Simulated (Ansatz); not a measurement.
Start from Mo in the bcc (W type) structure (space group Im-3m, No. 229; relaxed with 0.1 eV smearing).

```yaml
crystal:
  lattice:
    - [-1.57548, 1.57548, 1.57548]
    - [1.57548, -1.57548, 1.57548]
    - [1.57548, 1.57548, -1.57548]
  atoms:
    - { symbol: Mo, position: [0.00000, 0.00000, 0.00000] }
```

Cartesian axes are those of the cell as printed.

Computed with r2SCAN, PAW, 500 eV (Ansatz, a first-principles code; no SOC).

Now apply this change: uniaxial strain ε_zz = +1.00 %, all other strain components held at zero; the atoms relax in the strained cell.

Question: Predict the stress tensor and what it implies for the stiffness.

Answer: Stress of the strained cell less that of the base (GPa, compression positive):
```
   -1.6     0.0     0.0
    0.0    -1.6     0.0
    0.0     0.0    -4.8
```

Then −Δσ_ii/ε with ε = 0.0100 gives relaxed-ion elastic constants: C33 ≈ 475 GPa, C13 ≈ 158 GPa and C23 ≈ 158 GPa.

Whether these cells are dynamically stable was not tested. The final runs are not spin-polarised.
